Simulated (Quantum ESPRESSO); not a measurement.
# Habitual settings against a tight run: BW₂ (I4/mcm, 6 atoms in the cell)

Self-consistent single point.

```
CELL_PARAMETERS angstrom
      2.78414    -2.78414     2.38342
      2.78414     2.78414     2.38342
     -2.78414    -2.78414     2.38342
ATOMIC_POSITIONS crystal
  B  0.00000 0.25000 0.25000
  B  0.00000 0.75000 0.75000
  W  0.50000 0.82969 0.67031
  W  0.50000 0.17031 0.32969
  W  0.84062 0.32969 0.82969
  W  0.15938 0.67031 0.17031
```

Computed with PBEsol, GBRV 1.5 ultrasoft (PBESOL) pseudopotentials (plane waves; Quantum ESPRESSO).

Base settings: ecutwfc = 40 Ry; ecutrho = 320 Ry; occupations = smearing; smearing = cold; degauss = 0.0036749 Ry; potentials = {B: b_pbesol_v1.4.uspp.F.UPF, W: w_pbesol_v1.2.uspp.F.UPF}; K_POINTS = automatic 6 6 6 0 0 0; conv_thr = 1e-10 Ry; mixing_beta = 0.4.

Tight run (finer mesh or higher cutoff; not a proven limit): ecutwfc: 40 Ry → 56 Ry; ecutrho: 320 Ry → 448 Ry; conv_thr: 1e-10 Ry → 7.3e-11 Ry; K_POINTS: automatic 6 6 6 0 0 0 → automatic 9 9 9 0 0 0. It gave Fermi level (on the code's own zero) 21.53 eV; pressure -4.64 GPa; largest force (vector length) 0.067 eV/Å.

Quick runs, as changes from the base:
- A: the base itself
- B: ecutwfc: 40 Ry → 20 Ry; ecutrho: 320 Ry → 160 Ry; conv_thr: 1e-10 Ry → 7.3e-06 Ry; K_POINTS: automatic 6 6 6 0 0 0 → automatic 2 2 2 1 1 1
- C: ecutwfc: 40 Ry → 24 Ry; ecutrho: 320 Ry → 192 Ry; conv_thr: 1e-10 Ry → 7.3e-06 Ry; K_POINTS: automatic 6 6 6 0 0 0 → automatic 1 1 1 0 0 0
- D: K_POINTS: automatic 6 6 6 0 0 0 → automatic 4 4 4 0 0 0
- E: ecutwfc: 40 Ry → 32 Ry; ecutrho: 320 Ry → 256 Ry; conv_thr: 1e-10 Ry → 7.3e-06 Ry; K_POINTS: automatic 6 6 6 0 0 0 → automatic 2 2 2 0 0 0
- F: ecutwfc: 40 Ry → 28 Ry; ecutrho: 320 Ry → 224 Ry; K_POINTS: automatic 6 6 6 0 0 0 → automatic 8 8 8 0 0 0

Energies are extrapolated to zero smearing width, which holds to low order in the width alone (under cold and Methfessel-Paxton smearing the free energy itself is taken).

Dashes: pressure of B, C, E, not trusted under this conv_thr with d or f elements; time of B, C, E, under 30 s.

The count of work is k-points × plane waves × bands × iterations; it is no time. Core times come from one kind of shared machine and are given to one figure; runs under 30 s give none.

The starting cell comes from a database of computed structures (which also holds hypothetical and non-ambient phases and stackings), without a prior relaxation at this level. Its lattice was rescaled by a random factor within 2.5 % of one. Spin polarisation is off. In the base run, with a pressure of about -8 GPa the cell is away from its equilibrium volume at this level.

```csv
run,energy less tight (meV/atom),pressure less tight (GPa),largest miss in a force vector (eV/Å),count of work / tight,core time / tight (rough)
A,49.3,-3.03,0.127,0.24,0.2
B,1231.3,–,0.777,0.0052,–
C,719.6,–,1.481,0.0020,–
D,52.2,-3.14,0.097,0.096,0.1
E,184.3,–,0.694,0.012,–
F,149.9,-0.66,0.098,0.24,0.2
```

Among the runs at the tight run's level, the energy misses run from 49.3 to 1231.3 meV/atom.
